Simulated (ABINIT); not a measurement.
Worked example: self-consistent single point of La3Mg (I4/mmm, 4 atoms in the cell) in ABINIT.

Computed with LDA (PW92), PAW (JTH v2.0 LDA PAW) (plane waves; ABINIT).

```
La3Mg
1.0
   -2.52641     2.52641     5.22940
    2.52641    -2.52641     5.22940
    2.52641     2.52641    -5.22940
La Mg
3 1
Cartesian
  0.00000   0.00000   5.22940
  2.52641   0.00000   2.61470
  0.00000   2.52641   2.61470
  0.00000   0.00000   0.00000
```

Reference input (self-consistent single point, DFT, LDA (PW92), plane waves, PAW (JTH v2.0 LDA PAW)): pseudos = [La.LDA_PW-JTH.xml, Mg.LDA_PW-JTH.xml]; ecut = 26 Ha; pawecutdg = 52 Ha; pawxcdev = 0; occopt = 7; tsmear = 0.136 eV; ngkpt = 6 6 6; nshiftk = 1; shiftk = 0 0 0; potentials = JTH v2.0 LDA PAW; nband = 29; kptopt = 1. This run's input differs from it in these lines:

```diff
@@ -24,3 +24,3 @@
 kptopt 1
-ngkpt 6 6 6
+ngkpt 5 5 5
 nshiftk 1
```

Output (repeated stretches shortened):

```
--- !BeginCycle
solver: {iscf: 17, nstep: 50, nline: 4, wfoptalg: 10, }
tolerances: {tolvrs: 1.00E-10, }
...

     iter   Etot(hartree)      deltaE(h)  residm     nres2
 ETOT  1  -151.86493574132    -1.519E+02 1.236E+01 3.517E+02
 ETOT  2  -160.85966938357    -8.995E+00 3.104E-01 2.757E+02
 ETOT  3  -160.32707027476     5.326E-01 1.028E-01 9.653E+01
 ETOT  4  -160.11699916214     2.101E-01 7.955E-03 2.452E+01
 ETOT  5  -160.06174861397     5.525E-02 9.450E-03 6.301E+00
   [... 7 lines left out ...]
 ETOT 13  -160.04326727089     4.260E-09 2.625E-04 2.845E-08
 ETOT 14  -160.04326727099    -1.055E-10 2.543E-04 2.944E-09
 ETOT 15  -160.04326727099     3.467E-12 1.255E-04 5.268E-10
 ETOT 16  -160.04326727099     5.684E-13 1.140E-04 8.104E-11
 At SCF step   16       nres2   =  8.10E-11 < tolvrs=  1.00E-10 =>converged.

 Cartesian components of stress tensor (hartree/bohr^3)
  sigma(1 1)=  1.03700766E-04  sigma(3 2)=  0.00000000E+00
  sigma(2 2)=  1.03700766E-04  sigma(3 1)=  0.00000000E+00
  sigma(3 3)=  1.12250726E-04  sigma(2 1)=  0.00000000E+00

 ----iterations are completed or convergence reached----

 reduced coordinates (array xred) for    4 atoms
       0.500000000000      0.500000000000      0.000000000000
       0.250000000000      0.750000000000      0.500000000000
       0.750000000000      0.250000000000      0.500000000000
       0.000000000000      0.000000000000      0.000000000000
 cartesian forces (eV/Angstrom) at end:
    1     -0.00000000000000    -0.00000000000000    -0.00000000000000
   [... lines left out ...]
 Fermi (or HOMO) energy (hartree) =   0.14486   Average Vxc (hartree)=  -0.36335
   [... lines left out ...]
'-kT*entropy'       : -2.51502748009035E-03
total_energy        : -1.60043272330592E+02
total_energy_eV     : -4.35499891759826E+03
...

-Cartesian components of stress tensor (GPa)         [Pressure= -3.1348E+00 GPa]
- sigma(1 1)=  3.05098136E+00  sigma(3 2)=  0.00000000E+00
- sigma(2 2)=  3.05098136E+00  sigma(3 1)=  0.00000000E+00
- sigma(3 3)=  3.30252983E+00  sigma(2 1)=  0.00000000E+00

 Calculation completed.
```

The run converged in 16 iterations. Against the reference run the free energy goes up by 4.1 meV/atom and the pressure moves little (-3.10 to -3.13 GPa).

The starting cell comes from a database of computed structures (which also holds hypothetical and non-ambient phases and stackings), without a prior relaxation at this level. With a pressure of about -3 GPa the cell is away from its equilibrium volume at this level.

Cost on one core of a shared machine: roughly 6 min.
